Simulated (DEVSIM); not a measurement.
abrupt Si p-n junction

System: abrupt Si p-n junction, at 300 K.

| layer (left to right) | material | thickness (μm) | Nd (cm⁻³) | Na (cm⁻³) | τn (s) | τp (s) |
|---|---|---|---|---|---|---|
| 1 | Si | 5.80 | - | 2.5e17 | 3.1e-7 | 3.1e-7 |
| 2 | Si | 5.00 | 4e17 | - | 3.1e-7 | 3.1e-7 |

Left contact: ohmic. Right contact: ohmic. Voltage is applied to the left contact. Recombination: SRH at mid-gap, radiative, Auger. Mobility is constant in doping.

Constants are typed, rounded textbook-type inputs, not results; the design itself was drawn at random and stands for no fabricated device. Values at 300 K.

```csv
parameter,Si
gap (eV),1.124
affinity (eV),4.05
permittivity,11.7
Nc (cm⁻³),2.86e19
Nv (cm⁻³),3.1e19
μn (cm²/Vs),1417
μp (cm²/Vs),470
B (cm³/s),4.7e-15
Cn (cm⁶/s),2.8e-31
Cp (cm⁶/s),9.9e-32
```

DEVSIM, 1D drift-diffusion, Boltzmann statistics, complete ionisation; no tunnelling, impact ionisation, image-force lowering or self-heating.

The potential step across the device at zero bias comes out as 0.889 V, the largest field in the device at zero bias is 200000 V/cm and the dark forward voltage at 1 A/cm² is 0.668 V. The dark forward voltage at 100 A/cm² is 0.789 V.

Dark forward current:

(V (V), J (A/cm²)): (0.05, 2.4e-9); (0.10, 8.7e-9); (0.20, 8.3e-8); (0.25, 2.9e-7); (0.30, 1.2e-6); (0.40, 3.5e-5); (0.45, 0.00023); (0.50, 0.0015); (0.55, 0.010); (0.65, 0.49); (0.70, 3.4); (0.75, 23); (0.85, 810); (0.90, 2800)
